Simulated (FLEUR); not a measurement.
FLEUR run on WC (P-6m2, 2 atoms in the cell): self-consistent single point.

Method of the run: PBE, all-electron FLAPW (FLEUR), scalar-relativistic valence.

The change in words: lattice scaled by 0.98. Reference geometry:
```xyz
2
Lattice="2.8443 0.0000 0.0000 -1.4221 2.4632 0.0000 0.0000 0.0000 2.7690" Properties=species:S:1:pos:R:3 pbc="T T T"
W      0.0000     0.0000     0.0000
C      1.4221     0.8211     1.3845
```

Reference input (self-consistent single point, DFT, PBE, all-electron FLAPW (FLEUR), scalar-relativistic valence): Kmax = 4.4 1/bohr; GmaxXC = 17.6 1/bohr; xcFunctional = pbe; jspins = 1; l_soc = F; mode = hist; fermiSmearingEnergy = 0.00367493 Htr; mesh (inpgen div1-3) = 9 9 8; inpgen gamma flag = true; Gmax = 17.6 1/bohr; numbands = 0; maxIterBroyd = 25. This run's input differs from it in these lines:

```diff
@@ -3,5 +3,5 @@
 &input film=f /
-5.3748699386 -0.0000003335 0.0000000000
--2.6874346805 4.6547740756 0.0000000000
-0.0000000000 0.0000000000 5.2326932131
+5.2673727099 -0.0000007692 0.0000000000
+-2.6336856888 4.5616789626 0.0000000000
+0.0000000000 0.0000000000 5.1280401803
 1.0
@@ -43,5 +43,5 @@
          <bravaisMatrix>
-            <row-1>    5.3748699385999998    -0.0000003335000000     0.0000000000000000</row-1>
-            <row-2>   -2.6874346805000000     4.6547740755999998     0.0000000000000000</row-2>
-            <row-3>    0.0000000000000000     0.0000000000000000     5.2326932131000001</row-3>
+            <row-1>    5.2673727099000001    -0.0000007692000000     0.0000000000000000</row-1>
+            <row-2>   -2.6336856888000000     4.5616789626000003     0.0000000000000000</row-2>
+            <row-3>    0.0000000000000000     0.0000000000000000     5.1280401803000002</row-3>
          </bravaisMatrix>
```

Output (repeated stretches shortened):

```
 Iteration:     1   Distance:      28.34214471 me/bohr^3
 Iteration:     2   Distance:      24.40663071 me/bohr^3
 Iteration:     3   Distance:       9.52462656 me/bohr^3
 Iteration:     4   Distance:       6.43635323 me/bohr^3
 Iteration:     5   Distance:       3.91029799 me/bohr^3
   [... 7 lines left out ...]
 Iteration:    13   Distance:       0.00013670 me/bohr^3
 Iteration:    14   Distance:       0.00007694 me/bohr^3
 Iteration:    15   Distance:       0.00002103 me/bohr^3
 Iteration:    16   Distance:       0.00000176 me/bohr^3
 Run finished successfully
 Stop message:
   Structural relaxation: Done

[file out, last iteration]
             iter=     17
[...]
          total density-effective poten   -2.8143563008E+04
          total charge density-energy d   -3.3101636938E+02
 Updated energy parameters for spin:           1
[...]
 fermi energy and band-weighting factors:

[...]
FERMIE:
          first approx. to ef    (T=0)  :   0.731956 htr   (energy of the highest occ. eigenvalue)
          number of occ. states  (T=0)  :        538
          first approx. to seigv (T=0)  :  -2.727811 htr
          sum of weights of occ. states :   9.003086
          sum of semicore charge        :   0.000000 e
FERHIS:  Fermi-Energy by histogram:
          bandgap                     :   0.003343 htr
   [... lines left out ...]
          charge neutrality (T=0)     :   0.006173    (zero if the highest occ. eigenvalue is "entirely" occupied)
     EF_NEWTON:  Adjust Fermi-Energy by Newton-Method.
 Direct bandgap for spin            1 :    4.4274215279938800E-002  Htr
 ---->    free energy=                    -16204.2349903917 htr
   [... lines left out ...]
      extrapolation for T->0
 ---->    total electron energy=          -16204.2348256375 htr
 ***** TOTAL FORCES ON ATOMS *****
 TOTAL FORCE FOR ATOM TYPE=  1  X=  0.000   Y=  0.000   Z=  0.000
                       FX_TOT= 0.000000 FY_TOT= 0.000000 FZ_TOT= 0.000000
 TOTAL FORCE FOR ATOM TYPE=  2  X= -2.634   Y=  1.521   Z=  2.564
                       FX_TOT= 0.000000 FY_TOT= 0.000000 FZ_TOT= 0.000000
 Structural relaxation: Done
```

The run converged in 16 iterations. FLEUR gives forces in its relaxation mode, with a further iteration, so its stop message speaks of a relaxation. Against the reference run the free energy rises by 201 meV/atom.

The starting cell comes from a database of computed structures (which also holds hypothetical and non-ambient phases and stackings), without a prior relaxation at this level. Its lattice was rescaled by a random factor within 2.5 % of one. For this run, on top of that: lattice scaled by 0.98. Spin-orbit coupling is off. Spin polarisation is off. Values depend on the basis (sphere radii, cutoffs, local orbitals), which need not be converged. The log's line on a gap gives a spacing of levels on this mesh, which the program prints for metals too.

Cost on one core of a shared machine: roughly 90 s.
